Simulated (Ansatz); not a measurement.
## CoPdO2, response to strain

Take CoPdO$_{2}$ (space group R-3m, No. 166; a = 2.825 Å, c = 17.762 Å (hexagonal axes); not spin-polarised; relaxed with 0.1 eV smearing) as the base. Axes: x lies along a and z along c of the hexagonal cell.

Strains are applied to the cell and any free atomic positions relax.

Level of theory: r2SCAN (Ansatz, a first-principles code, PAW, scalar-relativistic without spin-orbit coupling), earlier PAW set.

Notes on the quantities. energy relative to the base: free energy F; pressure: mean of the normal stresses, compression positive.

```tsv
change	energy relative to the base	pressure	shortest interatomic distance	space group
base	0 meV/atom	0.0 GPa	1.892 Å	R-3m (No. 166)
isotropic strain −3.53 %	+96 meV/atom	32.8 GPa	1.832 Å	R-3m (No. 166)
isotropic strain −3.19 %	+78 meV/atom	28.8 GPa	1.838 Å	R-3m (No. 166)
isotropic strain −1.51 %	+16 meV/atom	11.9 GPa	1.867 Å	R-3m (No. 166)
isotropic strain +1.13 %	+8.2 meV/atom	-7.3 GPa	1.911 Å	R-3m (No. 166)
uniaxial strain ε_xx = −4.94 %	+30 meV/atom	11.8 GPa	1.860 Å	C2/m (No. 12)
uniaxial strain ε_yy = +0.36 %	+0.1 meV/atom	-0.7 GPa	1.893 Å	C2/m (No. 12)
uniaxial strain ε_zz = +4.15 %	–	-9.9 GPa	1.913 Å	R-3m (No. 166)
```

Whether these cells are dynamically stable was not tested. Starting moments died away, wholly or in part, for the base; another magnetic solution may exist. No Hubbard U is applied and the magnetic state is the run's own (CoPdO2 not spin-polarised; CoPdO2 non-magnetic); other magnetic orders, which need larger cells, were not tried and can change the gap. All final runs are without spin polarisation. An odd electron count without spin: CoPdO2.
